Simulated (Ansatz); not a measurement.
The starting structures come from a database of crystals and need not be the phases stable at ambient conditions.

# Evanescent states of LuCuS2 (P3m1, not sure to be the ambient phase, 4 atoms a cell, 19.3 Å³ an atom, -2 GPa at this level) along the normal of (100)

The numbers are results of PBEsol (plane waves, PAW; Ansatz, a program for electronic structure), not measurements.

The gap is the functional's own, uncorrected, and κ follows it; spin-orbit coupling is left out. Mid-gap values are interpolated between the computed energies.

Energies count from the valence-band top; κ is the least over a 8×6 mesh across the current.

| E (eV) | κ (1/Å) | where |
|---|---|---|
| 0.04 | 0.047 | Γ |
| 0.12 | 0.076 | Γ |
| 0.20 | 0.094 | Γ |
| 0.28 | 0.107 | Γ |
| 0.36 | 0.117 | Γ |
| 0.44 | 0.125 | Γ |
| 0.52 | 0.131 | Γ |
| 0.60 | 0.135 | Γ |
| 0.68 | 0.139 | Γ |
| 0.76 | 0.141 | Γ |
| 0.84 | 0.142 | Γ |
| 0.92 | 0.142 | Γ |
| 1.00 | 0.142 | Γ |
| 1.08 | 0.137 | off Γ |
| 1.16 | 0.108 | off Γ |
| 1.24 | 0.064 | off Γ |

Question: How thick must the barrier be to attenuate the transmission by 10^4 when the electrodes' Fermi level lies at 0.36 eV, and what attenuation does that film give at 1.24 eV?

Answer: d = 4 ln 10 / (2 × 0.117) = 39.4 Å. At 1.24 eV it gives 4 × 0.064/0.117 = 2.2 decades.
